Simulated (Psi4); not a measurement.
Psi4 1.11, TPSS/def2-svpd: Ta(NH)(Cl)2(Me) ([CH3][Ta](=[NH])([Cl])[Cl]), 9 atoms. The geometry is a generated start, not checked to be a minimum at this level.

```
Property                                              Value
--------------------------  -------------------------------
task                                                 energy
method                                                 tpss
basis                                             def2-svpd
memory                                                 3 GB
maxiter                                                 100
keys of the molecule block                      symmetry c1
scf_type                                       df (default)
diis_max_vecs                                  10 (default)
e_convergence                               1e-06 (default)
d_convergence                               1e-06 (default)
dft_radial_points                              75 (default)
dft_spherical_points                          302 (default)
effective core potentials   those of the basis set, past Kr
basis functions                                         161
grid points                                          194181
```

```xyz
9

Ta    -0.1673    -0.9270     0.3134
N      0.7395    -1.4028    -1.1444
H      1.2415    -1.7495    -1.9529
Cl     0.7293    -1.1977     2.3272
Cl    -2.3518    -1.3001     0.4849
C     -0.0569     1.3569     0.0179
H      0.9345     1.7363     0.2646
H     -0.7812     1.8207     0.6897
H     -0.2876     1.6633    -1.0004
```

Charge 0 and multiplicity 1 are set for this test and not shown to be the ground state.

With the defaults (diis = true, scf_initial_accelerator = adiis, damping_percentage = 0, level_shift = 0, level_shift_cutoff = 0.01, diis_start = 1, guess = auto, which took SAD) it converges in 12 SCF iterations. One run each on 2 threads, with these changes:…
- diis_start = 4
- level_shift = 0.5, level_shift_cutoff = 0.001
- scf_initial_accelerator = ediis
- diis = false, scf_initial_accelerator = none, damping_percentage = 60
- guess = gwh
- guess = core
- guess = sapgau
- damping_percentage = 20
- scf_initial_accelerator = none

**Question.** Which of these changes keep the SCF from converging, or lead it to another solution?

**Answer.** No convergence: diis = false, scf_initial_accelerator = none, damping_percentage = 60 (the run ends without SCF convergence in 100 iterations). The rest reach the solution of the defaults.

```json
[
 {"setting": "the defaults", "SCF iterations": "12", "end": "same solution"},
 {"setting": "level_shift = 0.5, level_shift_cutoff = 0.001", "SCF iterations": "12", "end": "same solution"},
 {"setting": "scf_initial_accelerator = ediis", "SCF iterations": "12", "end": "same solution"},
 {"setting": "scf_initial_accelerator = none", "SCF iterations": "12", "end": "same solution"},
 {"setting": "guess = core", "SCF iterations": "15", "end": "same solution"},
 {"setting": "guess = gwh", "SCF iterations": "17", "end": "same solution"},
 {"setting": "diis_start = 4", "SCF iterations": "18", "end": "same solution"},
 {"setting": "guess = sapgau", "SCF iterations": "20", "end": "same solution"},
 {"setting": "damping_percentage = 20", "SCF iterations": "24", "end": "same solution"},
 {"setting": "diis = false, scf_initial_accelerator = none, damping_percentage = 60", "SCF iterations": "100", "end": "no convergence"}
]
```

1 further run of the study ended by our limits or in an error and is left out.
